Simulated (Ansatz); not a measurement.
The reference is AlRu in the CsCl type structure (space group Pm-3m, No. 221; a = 2.955 Å; relaxed with 0.1 eV smearing).

Calculations: plane-wave PAW DFT at the LDA level (Ansatz, a quantum-chemistry and plane-wave program, 420 eV), no SOC.

Strains are applied to the cell and any free atomic positions relax.

One change was made to it. Results:

```json
[
 {"quantity": "pressure", "base": "0.0 GPa", "after": "-9.4 GPa"},
 {"quantity": "energy relative to the base (free energy F)", "base": "0 meV/atom", "after": "+18 meV/atom"}
]
```

What was done to the base?
A) isotropic strain −3.00 %
B) isotropic strain +2.50 %
C) isotropic strain +1.00 %
D) isotropic strain +1.50 %

D, isotropic strain +1.50 %. For comparison, the energy relative to the base in the other runs: isotropic strain +2.50 % gives +48 meV/atom; isotropic strain +1.00 % gives +8.1 meV/atom; isotropic strain −3.00 % gives +83 meV/atom.

Whether these cells are dynamically stable was not tested. All final runs are without spin polarisation.
